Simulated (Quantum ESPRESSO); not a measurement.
Quantum ESPRESSO 7.5, DFT, PBE, plane waves, SSSP 1.1.2 efficiency PBE: diamond-structure Si with 4 As on Si sites (Si12As4), unrelaxed at the host's lattice constant, 16 atoms. Basis and mesh were picked for this test and aren't claimed converged.

```json
{
 "cell": "7.68, 7.68, 7.68 Å; 60, 60, 60°",
 "task": "scf",
 "k mesh": "2×2×2",
 "ecutwfc": "45 Ry",
 "ecutrho": "360 Ry",
 "occupations": "smearing",
 "smearing": "gaussian",
 "degauss": "0.005 Ry",
 "conv_thr": "1.6e-08 Ry",
 "tprnfor": "true",
 "tstress": "false",
 "k-point pools (-nk)": "2",
 "diagonalization": "david (default)",
 "k-points computed": "6",
 "bands": "41",
 "electrons": "68",
 "G-vectors of the density": "248849",
 "FFT grid": "90×90×90",
 "symmetry_operations": "2"
}
```

Settings of this run: mixing_mode = TF, mixing_beta = 0.1, mixing_ndim = 8; 8 ranks.

| SCF iteration | band solver's avg # of iterations (first pass) | estimated scf accuracy (Ry) |
|---|---|---|
| 1 | 3.8 | 0.44497017 |
| 2 | 1.0 | 0.39111199 |
| 3 | 2.0 | 0.02561791 |
| 4 | 11.2 | 0.01355593 |
| 5 | 2.3 | 0.01293137 |
| 6 | 1.7 | 0.00320569 |
| 7 | 4.7 | 0.00134114 |
| 8 | 6.5 | 0.00091782 |
| 9 | 2.0 | 0.00023560 |
| 10 | 3.8 | 0.00010903 |
| 11 | 2.0 | 0.00003553 |
| 12 | 3.2 | 0.00000553 |
| 13 | 4.2 | 0.00000372 |
| 14 | 2.5 | 0.00000063 |
| 15 | 3.8 | 0.00000059 |
| 16 | 1.0 | 0.00000053 |
| 17 | 2.3 | 0.00000022 |
| 18 | 2.0 | 0.00000003 |
| 19 | 4.0 | 0.00000003 |
| 20 | 1.0 | 0.00000002 |
| 21 | 1.8 | 0.00000002 |

It converged after 21 SCF iterations.

Problem. Which change of one setting makes this cycle converge in far fewer steps?

Solution. This is not unique; one that fits is mixing_beta = 1 (10 SCF iterations) or mixing_beta = 0.7 (11 SCF iterations), all else kept. The other changes of this size gave: mixing_beta = 0.4 (13); mixing_beta = 0.2 (16); mixing_mode = local-TF (18); mixing_mode = plain (19). The first change moves the result by: energy under 0.001 meV/atom, forces (largest component) 0.51 meV/Å. Counts are of single runs.
